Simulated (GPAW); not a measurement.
GPAW 25.7.0, DFT, PBE, plane waves, PAW datasets of gpaw-data 1.0.1: SiMo3 (from the phase in space group 223, mp-1275) (Si2Mo6), 8 atoms. Basis and mesh were picked for this test and aren't claimed converged.

```
Quantity                                                               Value
-------------------------------------------  -------------------------------
cell                                         4.89, 4.89, 4.89 Å; 90, 90, 90°
task                                                                     scf
mode.name                                                                 pw
mode.ecut                                                             350 eV
xc                                                                       PBE
k mesh                                                                 4×4×4
kpts.gamma                                                              true
occupations.name                                                 fermi-dirac
occupations.width                                                    0.02 eV
convergence.density (electrons an electron)                            1e-05
maxiter                                                                  150
parallel.kpt                                                               2
parallel.band                                                              1
parallel.domain                                                            1
parallel.sl_auto                                                       false
parallel.augment_grids                                                  true
mixer.backend                                                pulay (default)
mixer.method                                              separate (default)
mixer.beta                                                    0.05 (default)
mixer.nmaxold                                                    5 (default)
mixer.weight                                                    50 (default)
convergence.eigenstates (eV² an electron)                    4e-08 (default)
convergence.energy (eV an electron)                         0.0005 (default)
k-points after symmetry                                                   11
bands                                                                     60
electrons                                                                 92
plane waves                                                             1763
coarse grid                                                         24*24*24
symmetry operations                                                       24
```

Settings of this run: eigensolver.name = rmm-diis, eigensolver.niter = 1; 2 ranks.

```
iteration  energy (eV)  log10 change of eigenstates  log10 change of density
---------  -----------  ---------------------------  -----------------------
2           -81.325974                        +0.44                    -1.25
3           -82.151833                        +0.04                    -1.24
4           -79.843804                        +0.20                    -1.25
5           -79.743748                        +0.24                    -1.48
6           -80.191351                        -0.19                    -1.78
7           -80.906624                        -0.14                    -1.74
8           -80.271866                        -0.31                    -1.73
9           -80.626049                        -0.94                    -2.08
10          -80.145257                        -0.31                    -1.94
11          -80.269183                        -0.48                    -2.37
12          -80.255846                        -0.40                    -2.74
13          -80.160441                        -0.10                    -2.75
14          -80.022431                        +0.06                    -2.81
15          -79.752788                        +0.35                    -2.62
…                    …                            …                        …
76          -54.407806                        -0.44                    -1.79
77          -54.369156                        -0.19                    -1.74
78          -54.268099                        +0.18                    -1.73
79          -53.977721                        +0.50                    -1.87
80          -52.842912                        +0.86                    -1.85
81          -51.734808                        +0.90                    -1.92
82          -50.224172                        +0.87                    -1.98
83          -49.619071                        -0.05                    -1.98
…                    …                            …                        …
143         160.036857                        +1.86                    -1.58
144         171.515196                        +1.84                    -1.58
145         161.418144                        +1.84                    -1.54
146         191.231837                        +1.82                    -1.58
147         178.900849                        +1.80                    -1.62
148         153.947769                        +1.78                    -1.76
149         152.536014                        +1.80                    -1.94
150         143.240517                        +1.81                    -1.88
```

It was not converged within maxiter = 150.

Question: What should be changed so that self-consistency is reached?

Answer: One answer among several that fit: eigensolver.name = dav, eigensolver.niter = 3 (19 SCF iterations), all else kept. The other changes of this size gave: eigensolver.name = dav, eigensolver.niter = 4 (24); eigensolver.name = dav (default), eigensolver.niter = 2 (default) (32); eigensolver.name = cg, eigensolver.niter = 4 (32); eigensolver.name = cg, eigensolver.niter = 2 (40); eigensolver.niter = 3 (default), eigensolver.blocksize = 1 (41); eigensolver.niter = 3 (default), eigensolver.blocksize = 32 (44). Counts are of single runs.
